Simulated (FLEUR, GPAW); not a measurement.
A FLEUR input for a self-consistent single point of SnO₂ (Pnnm, 6 atoms in the cell) (DFT, PBEsol, all-electron FLAPW (FLEUR), scalar-relativistic valence):

Input of the input generator:

```
SnO2 FLAPW
&input film=f /
9.0543430467 0.0000000000 0.0000000000
0.0000000000 9.2029416605 0.0000000000
0.0000000000 0.0000000000 6.1287011859
1.0
1.0 1.0 1.0

6
50 0.5000000000 0.5000000000 0.5000000000
50 0.0000000000 0.0000000000 0.0000000000
8 0.2918500000 0.3210400000 0.0000000000
8 0.7081500000 0.6789600000 -0.0000000000
8 0.7918500000 0.1789600000 0.5000000000
8 0.2081500000 0.8210400000 0.5000000000

&comp jspins=1 /
&exco xctyp='PBEs' /
&kpt div1=5 div2=5 div3=7 /
&end /
```

```xml
<?xml version="1.0" encoding="UTF-8" standalone="no"?>
<fleurInput fleurInputVersion="0.39">
   <comment>
      SnO2 FLAPW                                                                                          
   </comment>
   <calculationSetup>
      <cutoffs Kmax="4.5" Gmax="13.5" GmaxXC="13.5" numbands="0"/>
      <scfLoop itmax="100" minDistance="0.00001" maxIterBroyd="40" imix="Anderson" alpha="0.05" precondParam="0.0" spinf="2.0"/>
      <coreElectrons ctail="T" frcor="F" kcrel="0" coretail_lmax="0"/>
      <xcFunctional name="PBEs" relativisticCorrections="F"/>
      <magnetism jspins="1"/>
      <soc l_soc="F" theta="0.0" phi="0.0" spav="F"/>
      <expertModes spex="0" secvar="F"/>
      <geometryOptimization l_f="T" forcealpha="1.0" forcemix="BFGS" epsdisp="0.00001" epsforce="0.00001"/>
      <ldaU l_linMix="F" mixParam="0.05" spinf="1.0"/>
   </calculationSetup>
   <cell>
      <bzIntegration valenceElectrons="52.0" mode="hist" fermiSmearingEnergy="0.0001">
         <kPointListSelection listName="default-1"/>
         <!-- k-points included here -->
         <xi:include xmlns:xi="http://www.w3.org/2001/XInclude" href="kpts.xml"> </xi:include>
      </bzIntegration>
      <!-- symmetry operations included here -->
      <xi:include xmlns:xi="http://www.w3.org/2001/XInclude" href="sym.xml"> </xi:include>
      <bulkLattice scale="1.0">
         <bravaisMatrix>
            <row-1>    9.0543430466999997     0.0000000000000000     0.0000000000000000</row-1>
            <row-2>    0.0000000000000000     9.2029416605000005     0.0000000000000000</row-2>
            <row-3>    0.0000000000000000     0.0000000000000000     6.1287011858999998</row-3>
         </bravaisMatrix>
      </bulkLattice>
   </cell>
   <atomSpecies>
      <species name="Tin (Sn)" element="Sn" atomicNumber="50">
         <mtSphere radius="2.36" gridPoints="813" logIncrement="0.016"/>
         <atomicCutoffs lmax="10" lnonsphr="8"/>
         <electronConfig flipSpins="F">
            <coreConfig>(1s1/2) (2s1/2) (2p1/2) (2p3/2) (3s1/2) (3p1/2) (3p3/2) (4s1/2) (3d3/2) (3d5/2) (4p1/2) (4p3/2)</coreConfig>
            <valenceConfig>(5s1/2) (4d3/2) (4d5/2) (5p1/2) (5p3/2)</valenceConfig>
            <stateOccupation state="(5p1/2)" spinUp="0.3333333333333" spinDown="0.3333333333333"/>
            <stateOccupation state="(5p3/2)" spinUp="0.6666666666667" spinDown="0.6666666666667"/>
         </electronConfig>
         <energyParameters s="5" p="5" d="5" f="4"/>
         <lo type="SCLO" l="2" n="4" eDeriv="0"/>
      </species>
      <species name="Oxygen (O)" element="O" atomicNumber="8">
         <mtSphere radius="1.33" gridPoints="461" logIncrement="0.023"/>
         <atomicCutoffs lmax="6" lnonsphr="4"/>
         <electronConfig flipSpins="F">
            <coreConfig>(1s1/2)</coreConfig>
            <valenceConfig>(2s1/2) (2p1/2) (2p3/2)</valenceConfig>
            <stateOccupation state="(2p1/2)" spinUp="0.6666666666667" spinDown="0.6666666666667"/>
            <stateOccupation state="(2p3/2)" spinUp="1.3333333333333" spinDown="1.3333333333333"/>
         </electronConfig>
         <energyParameters s="2" p="2" d="3" f="4"/>
      </species>
   </atomSpecies>
   <atomGroups>
      <atomGroup species="Tin (Sn)">
         <relPos label="                   1">1.000/2.000 1.000/2.000 1.000/2.000</relPos>
         <relPos label="                   2">.0000000000 .0000000000 .0000000000</relPos>
         <force calculate="T" relaxXYZ="TTT"/>
      </atomGroup>
      <atomGroup species="Oxygen (O)">
         <relPos label="                   3">.2918500000 .3210400000 .0000000000</relPos>
         <relPos label="                   4">-.2918500000 -.3210400000 .0000000000</relPos>
         <relPos label="                   5">-.2081500000 .1789600000 1.000/2.000</relPos>
         <relPos label="                   6">.2081500000 -.1789600000 1.000/2.000</relPos>
         <force calculate="T" relaxXYZ="TTT"/>
      </atomGroup>
   </atomGroups>
   <output dos="F" band="F" slice="F">
      <checks vchk="F" cdinf="F"/>
      <bandDOS minEnergy="-.5*Htr" maxEnergy="0.5*Htr" sigma="0.015" storeEVData="T"/>
      <vacuumDOS vacdos="F" integ="F" star="F" nstars="0" locx1="0.0" locy1="0.0" locx2="0.0" locy2="0.0" nstm="0" tworkf="0.0"/>
      <unfoldingBand unfoldBand="F" supercellX="1" supercellY="1" supercellZ="1"/>
      <plotting iplot="0" polar="F">
         <plot TwoD="T" vec1="  1.0  0.0  0.0" vec2="  0.0  1.0  0.0" vec3="  0.0  0.0  1.0" zero="  0.0  0.0  0.0" file="plot"/>
      </plotting>
      <chargeDensitySlicing numkpt="0" minEigenval="0.0" maxEigenval="0.0" nnne="0" pallst="F"/>
      <specialOutput eonly="F"/>
      <magneticCircularDichroism mcd="F" energyLo="-10.0" energyUp="0.0"/>
   </output>
  <!-- We include the file relax.xml here to enable relaxations (see documentation) -->
  <xi:include xmlns:xi="http://www.w3.org/2001/XInclude" href="relax.xml"> <xi:fallback/> </xi:include>
</fleurInput>
```

Question: Translate this input to GPAW.

Answer: This is the input that was run; spellings and numerical settings could be chosen otherwise.

```python
from ase import Atoms
from ase.units import GPa
from gpaw import GPAW

atoms = Atoms(['Sn', 'Sn', 'O', 'O', 'O', 'O'],
              cell=[[4.791352, 0.000000, 0.000000],
                    [0.000000, 4.869987, 0.000000],
                    [0.000000, 0.000000, 3.243169]],
              scaled_positions=[[0.500000, 0.500000, 0.500000],
                                [0.000000, 0.000000, 0.000000],
                                [0.291850, 0.321040, 0.000000],
                                [0.708150, 0.678960, 0.000000],
                                [0.791850, 0.178960, 0.500000],
                                [0.208150, 0.821040, 0.500000]],
              pbc=True)

calc = GPAW(mode={'name': 'pw', 'ecut': 950},
            xc='PBEsol',
            kpts=(5, 5, 7),
            occupations={'name': 'fermi-dirac', 'width': 0.0},
            nbands=-6,
            convergence={'density': 1e-05, 'energy': 1e-05, 'bands': -4},
            symmetry={'symmorphic': False, 'tolerance': 0.0005},
            maxiter=100,
            txt='-')

atoms.calc = calc

energy = atoms.get_potential_energy()
print('Energy (eV):', round(energy, 6))
forces = atoms.get_forces()
print('Forces (eV/Ang):')
print(forces.round(5))
stress = atoms.get_stress()
print('Stress (GPa, Voigt):', (stress / GPa).round(4))
```

Basis, cutoffs, solver keys and any potentials are the target program's own. This input uses DFT PBEsol, plane waves, GPAW PAW datasets PBEsol (made by gpaw-setup).

The starting cell comes from a database of computed structures (which also holds hypothetical and non-ambient phases and stackings), without a prior relaxation at this level. Its lattice was rescaled by a random factor within 2.5 % of one.
